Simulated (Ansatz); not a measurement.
Take Ag in the fcc (Cu type) structure (space group Fm-3m, No. 225; a = 4.054 Å; relaxed with 0.1 eV smearing) as the base. Axes: x, y, z lie along the cube axes.

The change: tensile biaxial strain of 3.69 % in the plane normal to [110], as in epitaxy on a mismatched substrate; the out-of-plane cell vector and the atoms relax.

Levels (all Ansatz, a program for electronic structure, PAW, earlier PAW set): PBEsol (420 eV, no spin-orbit coupling); r2SCAN (500 eV, no spin-orbit coupling).

The geometry is relaxed with PBEsol.

| Property | Result |
|---|---|
| PBEsol pressure | -4.1 GPa |

Task: How does going to r2SCAN change the pressure?

Result: The pressure grows by 3.9 GPa (-4.1 GPa → -0.2 GPa).

A biaxial case was relaxed in a doubled cell and then solved in the primitive one. Single points use the geometry relaxed with PBEsol. Their cutoffs differ, which shifts pressures a little. Whether these cells are dynamically stable was not tested.
